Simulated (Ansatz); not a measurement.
Worked example: relaxation of the atoms of CoPd3 (P4mm, 4 atoms in the cell) in Ansatz (a program for electronic structure).

Computed with LDA (PW92), default PAW files made with PBE (plane waves; Ansatz).

The change in words: one atom moved by 0.15 angstrom; relax: default → atoms; relax.f_tol: default → 0.01 eV/Å. Reference geometry:
```
CELL_PARAMETERS angstrom
      3.83882     0.00000     0.00000
      0.00000     3.83882     0.00000
      0.00000     0.00000     3.83882
ATOMIC_POSITIONS crystal
  Co 0.00000 0.00000 0.00000
  Pd 0.00000 0.50000 0.50000
  Pd 0.50000 0.00000 0.50000
  Pd 0.50000 0.50000 0.00000
```
Moments meant for the start (each program seeds them in its own way; μB, in the order of the atoms Co Pd Pd Pd): 3.0 1.0 1.0 1.0.

Reference input (self-consistent single point, DFT, LDA (PW92), plane waves, default PAW files made with PBE): basis.ecutwfc = 30.9 Ry; kpoints.mp_grid.grid = 9 9 9; hamiltonian.xc = lda; hamiltonian.pseudopotentials = {kind: paw} (the program's default PAW files); magnetization.spin_polarized = true; scf.occupations.method = fermi_dirac; scf.occupations.width = 0.0073 Ry. This run's input differs from it in these lines:

```diff
@@ -6,3 +6,3 @@
   atoms:
-    - { symbol: Co, position: [0.000000, 0.000000, 0.000000], spin: 3.0 }
+    - { symbol: Co, position: [0.000000, 0.000000, 0.039075], spin: 3.0 }
     - { symbol: Pd, position: [0.000000, 0.500000, 0.500000], spin: 1.0 }
@@ -25,2 +25,4 @@
     width: 0.0073 Ry
+relax:
+  f_tol: 0.01
 output:
```

The program printed (abridged):

```
   [... SCF lines of the steps left out ...]
relax step   1: F+E_penalty+E_count = -25596.15735972 eV  Δ(F+E_penalty+E_count) = +0.000e0 eV  max|allowed force component| = 5.844e-1 eV/Å  Δτ_max = 0.0000 Å  (13 SCF iters, dr2 threshold 2.50e-6 eV, accepted)
relax step   2: F+E_penalty+E_count = -25596.18339314 eV  Δ(F+E_penalty+E_count) = -2.603e-2 eV  max|allowed force component| = 3.612e-1 eV/Å  Δτ_max = 0.0420 Å  (9 SCF iters, dr2 threshold 2.13e-5 eV, accepted)
relax step   3: F+E_penalty+E_count = -25596.20041111 eV  Δ(F+E_penalty+E_count) = -1.702e-2 eV  max|allowed force component| = 6.852e-3 eV/Å  Δτ_max = 0.0691 Å  (10 SCF iters, dr2 threshold 8.16e-6 eV, accepted)
relax step   4: F+E_penalty+E_count = -25596.20041194 eV  Δ(F+E_penalty+E_count) = -8.221e-7 eV  max|allowed force component| = 6.847e-3 eV/Å  Δτ_max = 0.0000 Å  (2 SCF iters, accepted)
the relaxation is at rest under the 8 symmetry operations that the run kept from its start: a minimum is not shown …
the relaxation's final electronic state is not compared with the one that a single-point calculation of its input finds at the relaxed geometry …
Stability not checked: this state was not tested for a lower state beside it, because too few of the mixer's solves of this state at the end of the SCF gave a …
Magnetization: 2.9477 μB (36.9738 up, 34.0262 down)
   [... lines left out ...]
Absolute magnetization: 3.1017 μB (∫|ρ↑−ρ↓|, with the PAW one-centre terms)
Free energy (F): -25596.200412 eV
Fermi energy:    18.857480 eV
   [... lines left out ...]
  F+E_penalty+E_count = -25596.20041194 eV   max|allowed force component| = 6.847e-3 eV/Å
  atoms:
    - { symbol: Co, position: [7.682259120169393e-35, 0.0, 0.010137605759928343] }
    - { symbol: Pd, position: [1.5678079837080395e-36, 0.5, 0.5096758632730832] }
    - { symbol: Pd, position: [0.5, 0.0, 0.5096758632730832] }
    - { symbol: Pd, position: [0.5, 0.5, 0.009585667693905255] }
```

The run converged. 

Summary of the result:
- Free energy E − TS (on the zero of these files): -25596.2004 eV
- Fermi level (on the code's own zero): 18.86 eV
- Pressure: -11.36 GPa
- Largest force (vector length): 0.007 eV/Å
- Size of the cell's spin moment: 2.95 μB
- Relaxation steps: 4

The starting cell comes from a database of computed structures (which also holds hypothetical and non-ambient phases and stackings), without a prior relaxation at this level. Its lattice was rescaled by up to half a per cent. For this run, on top of that: one atom moved by 0.15 angstrom. The magnetic order is the one reached from the typed start; others were not searched systematically. The relaxation keeps the symmetry of its start, so its end need not be a minimum. Ansatz's pressure includes its estimate of the finite-basis (Pulay) stress.

Cost on one core of a shared machine: roughly 4 min.

Keys are those of Ansatz 0.2.
